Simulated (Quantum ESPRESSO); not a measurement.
Quantum ESPRESSO run on Mg13Al14 (Im-3m, 27 atoms in the cell): self-consistent single point.

Level of theory: PBEsol, GBRV 1.5 ultrasoft (PBESOL) pseudopotentials (plane waves; Quantum ESPRESSO).

```xyz
27
Lattice="-5.0987 5.0987 5.0987 5.0987 -5.0987 5.0987 5.0987 5.0987 -5.0987" Properties=species:S:1:pos:R:3 pbc="T T T"
Mg     0.0000     0.0000     0.0000
Mg     5.0987     1.5939     1.5939
Mg     0.0000     3.5047     3.5047
Mg    -1.5939     5.0987     1.5939
Mg     1.5939     5.0987    -1.5939
Mg     5.0987    -1.5939     1.5939
Mg     5.0987     1.5939    -1.5939
Mg     1.5939     5.0987     1.5939
Mg     3.5047     0.0000     3.5047
Mg     1.5939    -1.5939     5.0987
Mg    -1.5939     1.5939     5.0987
Mg     1.5939     1.5939     5.0987
Mg     3.5047     3.5047     0.0000
Al     3.3564    -3.3564     3.3564
Al     1.7422    -1.7422     1.7422
Al     3.3564     3.3564     3.3564
Al     1.7422     1.7422     1.7422
Al    -3.3564     3.3564     3.3564
Al    -1.7422     1.7422     1.7422
Al     1.7422     1.7422    -1.7422
Al     3.3564     3.3564    -3.3564
Al     0.0000     0.0000     7.1376
Al     0.0000     0.0000     3.0597
Al     7.1376     0.0000     0.0000
Al     3.0597     0.0000     0.0000
Al     0.0000     7.1376     0.0000
Al     0.0000     3.0597     0.0000
```

Reference input (self-consistent single point, DFT, PBEsol, plane waves, GBRV 1.5 ultrasoft (PBESOL) pseudopotentials): ecutwfc = 40 Ry; ecutrho = 200 Ry; occupations = smearing; smearing = fd; degauss = 0.0099958 Ry; potentials = {Mg: mg_pbesol_v1.4.uspp.F.UPF, Al: al_pbesol_v1.uspp.F.UPF}; K_POINTS = automatic 3 3 3 0 0 0; conv_thr = 1e-10 Ry; mixing_beta = 0.5. This run's input differs from it in these lines:

```diff
@@ -58,3 +58,3 @@
 K_POINTS {automatic}
-3 3 3  0 0 0
+4 4 4  0 0 0
```

Output (repeated stretches shortened):

```
     Self-consistent Calculation

     iteration #  1     ecut=    40.00 Ry     beta= 0.50

     total energy              =   -1719.16731778 Ry
     estimated scf accuracy    <       2.09006585 Ry

     iteration #  2     ecut=    40.00 Ry     beta= 0.50

     total energy              =   -1719.44606184 Ry
     estimated scf accuracy    <       1.06654621 Ry

     iteration #  3     ecut=    40.00 Ry     beta= 0.50

     total energy              =   -1719.65470634 Ry
     estimated scf accuracy    <       0.33358448 Ry

   [... 8 blocks of this kind left out ...]

     iteration # 12     ecut=    40.00 Ry     beta= 0.50

     total energy              =   -1719.70011395 Ry
     estimated scf accuracy    <          1.2E-10 Ry

     iteration # 13     ecut=    40.00 Ry     beta= 0.50
     End of self-consistent calculation

     the Fermi energy is     6.3731 ev

!    total energy              =   -1719.70011395 Ry
     estimated scf accuracy    <          6.0E-13 Ry
     smearing contrib. (-TS)   =      -0.05629502 Ry
     internal energy E=F+TS    =   -1719.64381893 Ry

     convergence has been achieved in  13 iterations

     Forces acting on atoms (cartesian axes, Ry/au):

     atom    1 type  1   force =     0.00000000   -0.00000000   -0.00000000
     atom    2 type  1   force =     0.00000000   -0.00030263   -0.00030263
     atom    3 type  1   force =    -0.00000000    0.00030263    0.00030263
     atom    4 type  1   force =     0.00030263    0.00000000   -0.00030263
     atom    5 type  1   force =    -0.00030263    0.00000000    0.00030263
   [... 18 lines left out ...]
   [... lines left out ...]

     Total force =     0.022129     Total SCF correction =     0.000002

          total   stress  (Ry/bohr**3)                   (kbar)     P=      -10.38
  -0.00007057   0.00000000   0.00000000          -10.38        0.00        0.00
  -0.00000000  -0.00007057   0.00000000           -0.00      -10.38        0.00
  -0.00000000   0.00000000  -0.00007057           -0.00        0.00      -10.38

   JOB DONE.
```

The run converged in 13 iterations. Against the reference run the free energy rises by 6.2 meV/atom, the pressure hardly changes (-1.12 to -1.04 GPa) and the largest force goes from 0.132 to 0.158 eV/Å.

The starting cell comes from a database of computed structures (which also holds hypothetical and non-ambient phases and stackings), without a prior relaxation at this level.

Cost on one core of a shared machine: roughly 10 min.
